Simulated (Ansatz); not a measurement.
Reference: MgO (Fm-3m), HSE06, rigid bands (plane waves, PAW, scalar-relativistic; Ansatz, an electronic-structure program); geometry: cell and atoms relaxed with PBEsol.

```yaml
crystal:
  lattice:
    - [0.00000, 2.10703, 2.10703]
    - [2.10703, 0.00000, 2.10703]
    - [2.10703, 2.10703, 0.00000]
  atoms:
    - { symbol: Mg, position: [0.00000, 0.00000, 0.00000] }
    - { symbol: O, position: [0.50000, 0.50000, 0.50000] }
```

| Quantity | Result |
|---|---|
| band gap | 6.47 eV |
| electron conductivity mass | 0.36 mₑ |
| hole conductivity mass | 2.1 mₑ |
| Seebeck coefficient, n-type 1e19 cm⁻³ | -175 μV/K |

### Question
Swap O for S, keeping the structure type. How do these values move?

### Answer
MgS (Fm-3m): volume per atom 9.4 to 17.4 Å³; band gap falls (6.47 eV to 3.83 eV); electron conductivity mass stays about the same (0.36 mₑ to 0.35 mₑ); hole conductivity mass falls (2.1 mₑ to 0.95 mₑ); Seebeck coefficient, n-type 1e19 cm⁻³ rises in size (-175 μV/K to -258 μV/K).

Moves up to 5 % count as about the same. Masses are for dilute carriers at 300 K, harmonic means over directions unless an axis is named. Seebeck coefficients are for the stated density at 300 K, with one relaxation time for all states and whether or not that doping can be reached. Spin-orbit coupling is left out.
